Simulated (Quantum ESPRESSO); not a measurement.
# Several settings converged on Al (Fm-3m, 1 atom in the cell)

```
CELL_PARAMETERS angstrom
      0.00000     2.03107     2.03107
      2.03107     0.00000     2.03107
      2.03107     2.03107     0.00000
ATOMIC_POSITIONS crystal
  Al 0.00000 0.00000 0.00000
```

Base method: PBEsol, PseudoDojo standard norm-conserving (PBESOL) pseudopotentials (plane waves; Quantum ESPRESSO).

Base settings: ecutwfc = 40 Ry; occupations = smearing; smearing = gaussian; degauss = 0.0073499 Ry; potentials = {Al: Al.upf}; K_POINTS = automatic 14 14 14 0 0 0; conv_thr = 1e-09 Ry; mixing_beta = 0.7.

The count of work is k-points × plane waves × bands × iterations; it is no time. 

**The cutoff for other potential files**

Level: DFT, PBEsol, plane waves, GBRV 1.5 ultrasoft (PBESOL) pseudopotentials.

In this ladder: pseudopotentials = {Al: al_pbesol_v1.uspp.F.UPF}. Moved along: ecutrho.

The second cell is the first with its lattice scaled by 0.98.

The mesh stays at the base's, so the ladder's end is converged at best in this setting alone.

Only quantities that move along the ladder and can be compared are tabulated.

```csv
ecutwfc,free energy less the last step's (meV/atom),energy of the compressed cell less the first (meV/atom),pressure (GPa),count of work / last
18 Ry,7.79,-3.14,-3.32,0.11
22 Ry,0.92,-4.01,-3.00,0.15
28 Ry,0.31,-4.02,-2.93,0.21
34 Ry,0.21,-4.03,-2.93,0.28
40 Ry,0.21,-4.05,-2.93,0.38
48 Ry,0.12,-4.05,-2.93,0.47
60 Ry,0.05,-4.06,-2.93,0.65
80 Ry,0.00,-4.06,-2.93,1.0
```

Coarsest ecutwfc that holds the pressure within 0.1 GPa of the last step, with all finer ones: 22 Ry, at 0.15 of the last step's count of work; the step before is off by 0.38 GPa.

Coarsest ecutwfc that holds the energy of the compressed cell less the first within 0.2 meV/atom of the last step, with all finer ones: 22 Ry, at 0.15 of the last step's count of work; the step before is off by 0.93 meV/atom.

Coarsest ecutwfc that holds the free energy within 1 meV/atom of the last step, with all finer ones: 22 Ry, at 0.15 of the last step's count of work; the step before is off by 7.8 meV/atom.

The energy difference between the two cells stays within 1 meV/atom of the last step's from 18 Ry on, the total only from 22 Ry on: much of the error is common to both cells and cancels.

**The cutoff for other potential files**

Level: DFT, PBEsol, plane waves, PSlibrary ultrasoft (PBE) pseudopotentials.

In this ladder: pseudopotentials = {Al: Al.pbe-n-rrkjus_psl.1.0.0.UPF}; input_dft = pbesol. Moved along: ecutrho.

The second cell is the first with its lattice scaled by 0.98.

The mesh stays at the base's, so the ladder's end is converged at best in this setting alone.

Only quantities that move along the ladder and can be compared are tabulated.

```tsv
ecutwfc	free energy less the last step's (meV/atom)	energy of the compressed cell less the first (meV/atom)	pressure (GPa)	count of work / last
16 Ry	14.40	0.10	-2.52	0.12
19 Ry	6.63	0.12	-2.59	0.15
24 Ry	1.40	-0.88	-2.54	0.20
30 Ry	0.72	-1.06	-2.50	0.29
35 Ry	0.56	-1.06	-2.51	0.36
42 Ry	0.25	-1.06	-2.51	0.47
52 Ry	0.12	-1.06	-2.50	0.64
70 Ry	0.00	-1.06	-2.50	1.0
```

Coarsest ecutwfc that holds the free energy within 5 meV/atom of the last step, with all finer ones: 24 Ry, at 0.20 of the last step's count of work; the step before is off by 6.6 meV/atom.

Coarsest ecutwfc that holds the energy of the compressed cell less the first within 0.2 meV/atom of the last step, with all finer ones: 24 Ry, at 0.20 of the last step's count of work; the step before is off by 1.2 meV/atom.

Coarsest ecutwfc that holds the pressure within 0.05 GPa of the last step, with all finer ones: 24 Ry, at 0.20 of the last step's count of work; the step before is off by 0.09 GPa.

The energy difference between the two cells stays within 1 meV/atom of the last step's from 24 Ry on, the total only from 30 Ry on: much of the error is common to both cells and cancels.

Two neighbours can agree and both be off: 16 Ry and 19 Ry differ by 0.02 meV/atom in the energy of the compressed cell less the first, yet lie about 1.2 meV/atom from the last step.

**The relaxed cell against the cutoff**

In this ladder: calculation = vc-relax; tprnfor = default; tstress = default.

The mesh stays at the base's, so the ladder's end is converged at best in this setting alone.

Only quantities that move along the ladder and can be compared are tabulated.

```tsv
ecutwfc	relaxed volume (Å³/atom)	relaxation steps
20 Ry	16.032	3
24 Ry	15.995	3
28 Ry	16.021	3
34 Ry	16.093	3
40 Ry	16.108	3
48 Ry	16.107	3
60 Ry	16.107	3
80 Ry	16.106	3
```

Coarsest ecutwfc that holds the relaxed volume within 0.032 Å³/atom of the last step, with all finer ones: 34 Ry; the step before is off by 0.085 Å³/atom.

At the lowest cutoff the cell relaxes to a volume 0.5 % smaller than at the highest.

On the base run: the starting cell has typed, rounded lattice constants, without a prior relaxation at this level. Its lattice was rescaled by up to half a per cent.
